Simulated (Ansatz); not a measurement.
Here is the system:

```
AlRu
1.0
    4.23054     0.00000     0.00000
    2.11527     3.66376     0.00000
    2.11527    -1.22125     1.69259
Al Ru
1 1
Cartesian
  2.11527   1.22125   0.84630
  0.00000   0.00000   0.00000
```

No spin polarisation.

The values are results of LDA/PAW in Ansatz (an electronic-structure program), without spin-orbit coupling, not measurements. k-mesh 19×19×19 (Γ-centred); smearing 0.1 eV (Fermi–Dirac).

**Question.** Estimate the mean in-plane stress (compression positive).

**Answer.** -5.6 GPa.

**Question.** What band gap does the calculation give?

**Answer.** Zero.

**Question.** What is the computed space group?

**Answer.** R-3m (No. 166).

The cells carry an imposed strain or load. Whether these cells are dynamically stable was not tested. All final runs are without spin polarisation. The cell was made from AlRu in the CsCl type structure (space group Pm-3m, No. 221) by this change: biaxial strain +1.25 %, plane normal [111], relaxed out of plane.
